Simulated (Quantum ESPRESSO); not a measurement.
Density of states of MgCu2O3 (P4/mmm, 6 atoms in the cell).

```yaml
crystal:
  lattice:
    - [4.31658, 0.00000, 0.00000]
    - [0.00000, 4.31658, 0.00000]
    - [0.00000, 0.00000, 3.93647]
  atoms:
    - { symbol: Mg, position: [0.00000, 0.00000, 0.00000] }
    - { symbol: Cu, position: [0.00000, 0.50000, 0.50000] }
    - { symbol: Cu, position: [0.50000, 0.00000, 0.50000] }
    - { symbol: O, position: [0.00000, 0.50000, 0.00000] }
    - { symbol: O, position: [0.50000, 0.00000, 0.00000] }
    - { symbol: O, position: [0.00000, 0.00000, 0.50000] }
```

Computed with PBEsol, SSSP 1.1.2 efficiency (PBE) pseudopotentials (plane waves; Quantum ESPRESSO).

SCF settings: ecutwfc = 55 Ry; ecutrho = 440 Ry; occupations = smearing; smearing = fd; degauss = 0.0073499 Ry; input_dft = pbesol; K_POINTS = automatic 5 5 5 0 0 0; conv_thr = 1e-11 Ry. Keys of the DOS step: nscf.calculation = nscf; nscf.nbnd = 38; nscf.startingwfc = random; nscf.diago_thr_init = 1e-06; nscf.diagonalization = cg; nscf.K_POINTS = automatic 15 15 15 0 0 0; dos.x.fildos = dos.dat; dos.x.Emin = -15 eV; dos.x.Emax = 30 eV; dos.x.DeltaE = 0.05 eV; dos.x.ngauss = 0; dos.x.degauss = 0.00147 Ry.

The starting cell comes from a database of computed structures (which also holds hypothetical and non-ambient phases and stackings), without a prior relaxation at this level. Its lattice was rescaled by a random factor within 2.5 % of one. Spin polarisation is off, so a magnetic state, if there is one, cannot be reached. The run gives no clean gap (levels at the Fermi energy touch, overlap or are partly filled at this smearing), which alone does not show that the compound is a metal.

Total DOS (both spins), as means of the tabulated values in each energy bin; the zero is the program's Fermi level or highest filled level, and the curve is cut to this window:

```tsv
E (eV)	states/eV/cell
-7.80	0.00
-7.40	0.00
-7.00	0.00
-6.60	0.00
-6.20	1.16
-5.80	3.02
-5.40	4.74
-5.00	3.21
-4.60	7.45
-4.20	1.82
-3.80	1.60
-3.40	5.71
-3.00	4.41
-2.60	8.23
-2.20	13.6
-1.80	7.03
-1.40	11.1
-1.00	6.21
-0.60	6.19
-0.20	4.16
0.20	2.16
0.60	1.02
1.00	1.38
1.40	0.07
1.80	0.13
2.20	0.16
2.60	0.44
```

Around zero the curve holds about 3.7 states/eV/cell.
